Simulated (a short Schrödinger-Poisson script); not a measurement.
Stack: MOS inversion layer, SiO2 on p-type Si(100), at 150 K.

From the gate side: 1 nm SiO2; 1900 nm Si, acceptors 5.3e16 cm⁻³.

The device is made up for the run: typed textbook-type constants, with dimensions and the other settings drawn at random. SiO2: permittivity 3.9, conduction-band edge (eV) 3.15, gap (eV) 9, electron mass (mₑ) 0.5. Si: permittivity 11.7, conduction-band edge (eV) 0, gap (eV) 1.124, Nv at 300 K (cm⁻³) 3.1e19.

Channel valleys (confinement mass, in-plane density-of-states mass, number): Δ2 0.916, 0.19, 2; Δ4 0.19, 0.417, 4. At the gate the conduction-band edge of layer 1 lies 3.53 eV − eVg above the Fermi level of the channel; the field vanishes at the back. Gaps are held at their typed values at every temperature. Mesh 0.03 nm at interfaces.

From a short Schrödinger-Poisson script (our own, NumPy): 1D Poisson equation in equilibrium, electrons quantum, Hartree (BenDaniel-Duke, 12 states a valley, the channel's in-plane mass for all, wave functions ending at the dielectric), parabolic valleys, classical holes, full ionisation, no traps, pinning or gate leakage.

```csv
Vg (V),electrons (cm⁻²),C (μF/cm²),Δ2 E0 (meV from the Fermi level),Δ4 E0 (meV from the Fermi level)
0.4,2.06e10,0.283,64.8,95.2
0.45,2.41e11,1.24,32.0,64.5
0.5,7.13e11,1.74,16.2,52.0
0.55,1.29e12,1.96,6.4,45.8
0.6,1.93e12,2.09,-1.0,41.9
0.65,2.59e12,2.18,-7.1,39.0
0.7,3.28e12,2.24,-12.6,36.7
0.75,3.99e12,2.29,-17.6,34.8
0.8,4.71e12,2.32,-22.3,33.1
0.85,5.44e12,2.36,-26.9,31.5
0.9,6.18e12,2.38,-31.3,30.0
0.95,6.92e12,2.41,-35.6,28.6
1,7.68e12,2.43,-39.8,27.3
1.05,8.44e12,2.44,-43.9,26.0
1.1,9.20e12,2.46,-48.0,24.8
```

Gate voltages with under 1e9 electrons/cm² are left out.

At Vg = 1.1 V the lowest Δ2 subband lies at -48.0 meV from the Fermi level. How many electrons does it hold, and what share of all?

The two-dimensional density of states is g m/(πħ²) = 1.59e11 cm⁻² meV⁻¹ (both spins), kT = 12.9 meV, so n = D kT ln(1 + exp(−E/kT)) = 7.68e12 cm⁻², 0.83 of the 9.20e12 cm⁻² in all.

Compare the slope of the sheet density between 1 and 1.1 V with the geometric capacitance of the layers between gate and channel.

q Δn/ΔV = 2.44 μF/cm²; ε0/Σ(t/ε) = 3.45 μF/cm². The ratio is 0.71: the channel acts as a further capacitance in series.
